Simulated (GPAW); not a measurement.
## Equation of state of AlB2-type ZrB2 (space group 191): energy against volume (GPAW, PBEsol)

```
ZrB2
1.0
    3.07796     0.00000     0.00000
   -1.53898     2.66559     0.00000
    0.00000     0.00000     3.42751
Zr B
1 2
Direct
  0.00000   0.00000   0.00000
  0.66667   0.33333   0.50000
  0.33333   0.66667   0.50000
```

Level of theory: PBEsol, GPAW PAW datasets PBEsol (made by gpaw-setup) (plane waves; GPAW 25.7.0). Settings: mode = pw; ecut = 1040 eV; xc = PBEsol; kpts = 21 21 17; mesh shift (steps) = 0 0 0; occupations.name = fermi-dirac; occupations.width = 0.05 eV; nbands = -9; symmetry.symmorphic = false; symmetry.tolerance = 0.0005; maxiter = 150. The cell above is the first row's. The rows scale it uniformly. In all rows fractional positions and the k mesh are held. E is the free energy at the stated smearing, counted from the lowest row.

| V (Å^3/atom) | E (meV/atom) |
|---|---|
| 9.374 | 39.65 |
| 9.578 | 18.54 |
| 9.781 | 5.58 |
| 9.985 | 0.00 |
| 10.189 | 1.10 |
| 10.393 | 8.26 |
| 10.596 | 20.89 |
| 10.800 | 38.50 |
| 11.004 | ? |

Task: Fit E against V with the third-order Birch-Murnaghan form, a cubic in V^(-2/3), and predict the withheld value at V = 11.004.

Result: With u = V^(-2/3) - 0.214, the rows have u = 0.010931, 0.007726, 0.004647, 0.001659, -0.001229, -0.004023, -0.006713, -0.009332. Least squares gives E = -0.153 - 546.32·u + 384375·u² - 110878·u³. Residuals (row less fit): -0.008, 0.021, -0.018, 0.002, 0.001, -0.013, 0.020, -0.009; standard error 0.019 (degrees of freedom: 4). Its minimum lies at u = 0.000711, so V0 = (0.214711)^(-3/2) = 10.05. There d²E/du² = 768300 and d³E/du³ = -665300, so B0 = (4/9) × 10.05^(-7/3) × 768300 × 0.160218 = 251 GPa (the last factor turns the table's units into GPa), and B0' = 4 + (2/3) × 0.214711 × (-665300)/768300 = 3.9. The program's pressures in the fitted runs (not shown) pass through zero at V = 10.05, 0.05 % from this V0. At the withheld row, u = -0.011869, so E = -0.153 - 546.32 × (-0.011869) + 384375 × (-0.011869)² - 110878 × (-0.011869)³ = 60.665 meV/atom. The calculation gives 60.61 meV/atom, 0.055 meV/atom below the prediction (0.1 % of the range of E in the table). The row lies outside the fitted rows, so this is an extrapolation. From the scatter of the fitted rows alone, a prediction at this place has a standard error of 0.047 meV/atom, so the miss is 1.2 times that.

Carrying the step between the two nearest rows on in a straight line would have given 56.11, off by 4.50; series whose last step already gives the withheld value aren't shown. The scan was laid around a cell of about the measured size, scaled by a guess for this functional; axis ratios and inner coordinates come from that cell. The runs keep the symmetry of the cell, so they don't test it for distortions. The shape of the cell and the inner coordinates aren't relaxed, so V0 and B0 belong to this uniform scaling; a relaxed crystal lies no higher in energy and is usually softer. Cutoffs and mesh are single choices, not tested for convergence of this quantity. Series with a scatter that would blur these digits, or in which a gap closes, are not shown. Nor are scans whose minimum lies at an end fitted in this form.
